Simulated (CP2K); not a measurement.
Variants of one calculation on CrN₂ (P1, 6 atoms in the cell)

```
CrN2
1.0
    5.64134     0.00000     0.00000
    2.82067     4.88554     0.00000
    2.82067     1.62851     4.60614
Cr N
2 4
Cartesian
  8.41380   4.95324   3.49729
  5.57281   3.23429   2.31427
  5.64718   3.24694   0.41067
  5.68160   1.70157   2.86650
  6.96715   3.96209   2.94194
  4.38616   4.07256   2.93927
```

Base run A: LDA (Pade form), GPW, DZVP-MOLOPT-SR-GTH basis, GTH-PADE potentials (GTH_POTENTIALS) run with CP2K, self-consistent single point.

Its settings: CUTOFF = 600 Ry; REL_CUTOFF = 60 Ry; SMEAR/METHOD = FERMI_DIRAC; ELECTRONIC_TEMPERATURE = 1160.45 K; KPOINTS/SCHEME = MONKHORST-PACK 5 5 5; XC_FUNCTIONAL = PADE; Cr/BASIS_SET = DZVP-MOLOPT-SR-GTH; Cr/POTENTIAL = GTH-PADE-q14; N/BASIS_SET = DZVP-MOLOPT-SR-GTH; N/POTENTIAL = GTH-PADE-q5; METHOD = GPW; EPS_DEFAULT = 1e-11; NGRIDS = 5; SCF_GUESS = ATOMIC; EPS_SCF = 1e-06; MAX_SCF = 100; ADDED_MOS = 9; MIXING/METHOD = BROYDEN_MIXING; MIXING/ALPHA = 0.3; MIXING/NBUFFER = 12.

The starting cell comes from a database of computed structures (which also holds hypothetical and non-ambient phases and stackings), without a prior relaxation at this level. Its atoms were displaced at random from the sites of space group no. 227. Values carry the incompleteness of an atom-centred basis. In the base run, forces exceed 1 eV/Å.

ΔF is the free energy per atom less that of run A. A dash stands where there is no value to compare (another energy zero or no entropy term, no result, no spin, no clean gap, or a mesh too coarse for one). Absolute energies have different zeros for different potentials, functionals, Hubbard and dispersion terms and are not compared across them.

```tsv
run	change	ΔF (meV/atom)	pressure (GPa)	largest force (eV/Å)	gap on the mesh (eV)	k-points
A	base	0.00	-0.05	5.387	0.505	63
B	KPOINTS/SCHEME: MONKHORST-PACK 5 5 5 → MONKHORST-PACK 4 4 4	-3.3	-0.09	5.413	0.792	32
C	ELECTRONIC_TEMPERATURE: 1160.45 K → 9283.61 K	-379.7	5.02	6.463	–	63
D	FULL_GRID: default → T	0.00	-0.05	5.387	0.505	125
E	lattice scaled by 1.03; CUTOFF: 600 Ry → 360 Ry	56.7	-8.57	3.351	0.442	63
F	CUTOFF: 600 Ry → 900 Ry	0.00	-0.05	5.387	0.505	63
G	XC_FUNCTIONAL: PADE → PBE:REVPBE; Cr/POTENTIAL: GTH-PADE-q14 → GTH-PBE-q14; N/POTENTIAL: GTH-PADE-q5 → GTH-PBE-q5; PAIR_POTENTIAL/TYPE: default → DFTD3; REFERENCE_FUNCTIONAL: default → revPBE; R_CUTOFF: default → 15 angstrom [revPBE-D3(0)]	–	4.83	5.548	0.542	63
H	XC_SMOOTH_RHO: default → NONE; XC_DERIV: default → SPLINE3	0.00	-0.05	5.387	0.505	63
I	REL_CUTOFF: 60 Ry → 50 Ry	0.00	-0.05	5.387	0.505	63
```

Run E against A: The free energy rises by 56.7 meV/atom, the pressure goes from -0.05 to -8.57 GPa, the largest force goes from 5.387 to 3.351 eV/Å and the gap on the mesh goes from 0.505 to 0.442 eV.

Run C against A: The free energy falls by 380 meV/atom, the pressure goes from -0.05 to 5.02 GPa and the largest force goes from 5.387 to 6.463 eV/Å.

Run B against A: The free energy goes down by 3.3 meV/atom, the pressure moves little (-0.05 to -0.09 GPa), the largest force goes from 5.387 to 5.413 eV/Å and the gap on the mesh goes from 0.505 to 0.792 eV.
